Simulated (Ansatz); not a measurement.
**A computed series for Ir: pressure series**

Consider Ir in the fcc (Cu type) structure (space group Fm-3m, No. 225).

Ir is taken in the cubic space group Fm-3m (No. 225), the fcc (Cu type) structure, Pearson symbol cF4. Conventional cell: a = b = c = 3.8444 Å, α = β = γ = 90.00°. Ir on 4a sees 12 Ir at 2.718 Å (cuboctahedral). (Neighbours: up to the widest gap in distance over summed covalent radii, below 1.35, at either atom.)
(The calculation used a cell of 1 atom; values per cell refer to that cell.)

Cell and atoms are relaxed at each pressure.

All numbers come from r2SCAN/PAW in Ansatz (a first-principles code), no spin-orbit coupling.

Notes on the quantities. enthalpy: H = E + PV relative to the base's energy.

```json
[
 {"variant": "base", "shortest interatomic distance": "2.718 Å", "enthalpy": "–"},
 {"variant": "pressure −2 GPa", "shortest interatomic distance": "2.723 Å", "enthalpy": "-0.18 eV/atom"},
 {"variant": "pressure −1 GPa", "shortest interatomic distance": "2.721 Å", "enthalpy": "-0.09 eV/atom"},
 {"variant": "pressure 0.9 GPa", "shortest interatomic distance": "2.716 Å", "enthalpy": "+0.08 eV/atom"},
 {"variant": "pressure 2.1 GPa", "shortest interatomic distance": "2.713 Å", "enthalpy": "+0.19 eV/atom"},
 {"variant": "pressure 4.5 GPa", "shortest interatomic distance": "…", "enthalpy": "+0.40 eV/atom"},
 {"variant": "pressure 9 GPa", "shortest interatomic distance": "2.698 Å", "enthalpy": "+0.79 eV/atom"},
 {"variant": "pressure 15 GPa", "shortest interatomic distance": "2.686 Å", "enthalpy": "+1.31 eV/atom"},
 {"variant": "pressure 22.5 GPa", "shortest interatomic distance": "2.671 Å", "enthalpy": "+1.94 eV/atom"},
 {"variant": "pressure 30 GPa", "shortest interatomic distance": "2.658 Å", "enthalpy": "+2.57 eV/atom"}
]
```

Question: What belongs in the blanks?

Answer: 
- pressure 4.5 GPa, shortest interatomic distance: 2.708 Å

Load acts through the strain it causes; cell and atoms are relaxed under it. No phonon test of stability was made. No other phases were tried under pressure. The final runs are not spin-polarised.
